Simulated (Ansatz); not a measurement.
# Effect of uniaxial strain ε_zz = −5.43 % on Tl

The reference is Tl in the hcp (Mg type) structure (space group P6_3/mmc, No. 194; a = 3.5551 Å, c = 5.5165 Å; relaxed with 0.1 eV smearing). Axes: x lies along a and z along c of the hexagonal cell.

One thing is altered: the cell is compressed by 5.43 % along z with no lateral relaxation, atoms relaxed at fixed cell.

Method: Kohn–Sham DFT with the r2SCAN functional, run in Ansatz (an electronic-structure program) with PAW and 500 eV plane waves, without spin-orbit coupling, earlier PAW set. k-mesh 19×19×11 (Γ-centred); smearing 0.1 eV (Fermi–Dirac).

```tsv
quantity	base	changed	shift
volume per atom	30.19 Å³	28.55 Å³	-1.64 Å³
space group	P6_3/mmc (No. 194)	P6_3/mmc (No. 194)	–
shortest interatomic distance	6.497 bohr	6.272 bohr	-0.225 bohr
energy relative to the base (free energy F)	0 meV/atom	+18 meV/atom	+18 meV/atom
pressure (mean of the normal stresses, compression positive)	0.0 GPa	2.4 GPa	+2.4 GPa
band gap	zero	zero	–
stress (xx, yy, zz, yz, xz, xy; compression positive)	–	(1.7, 1.7, 3.8, 0.0, 0.0, 0.0) GPa	–
```

Final structure:

```
Tl
1.0
    3.55511     0.00000     0.00000
   -1.77756     3.07882     0.00000
    0.00000     0.00000     5.21691
Tl
2
Direct
  0.33333   0.66667   0.75000
  0.66667   0.33333   0.25000
```

No phonon test of stability was made.
